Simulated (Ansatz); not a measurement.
Consider interstitial Cl in fcc Ir, neutral cell. The step: several atoms move together, Cl the farthest; the atom moves 1.67 Å along (-0.25, -0.25, 0.25) of the unit cell; the moving atom starts with neighbours 6 Ir at 2.19 Å and ends with 4 Ir at 2.05 Å. DFT values are from Ansatz (plane-wave PAW, 420 eV unless said) in a cell of 32 host sites, spin-restricted, static, with no finite-size correction. Sites that were not tried may lie lower. The start lies 0.20 eV above the lowest site run (PBE). For the PBE band: the program found a first-order saddle point.

```tsv
Level	Forward barrier (eV)	Cost of the band or of the saddle's single point
CHGNet universal potential (has no charge state), its own band	1.27	-
PBE, a 2×2×2 k-point mesh shifted by half a step, band relaxed	1.79	very roughly 50 core-minutes
PBE, a 4×4×4 k-point mesh shifted by half a step, same geometries	1.70	very roughly 6 core-minutes
r2SCAN at 500 eV, a 2×2×2 k-point mesh shifted by half a step, same geometries	1.72	roughly 2.7 core-minutes
```

Ansatz is a program for electronic structure.
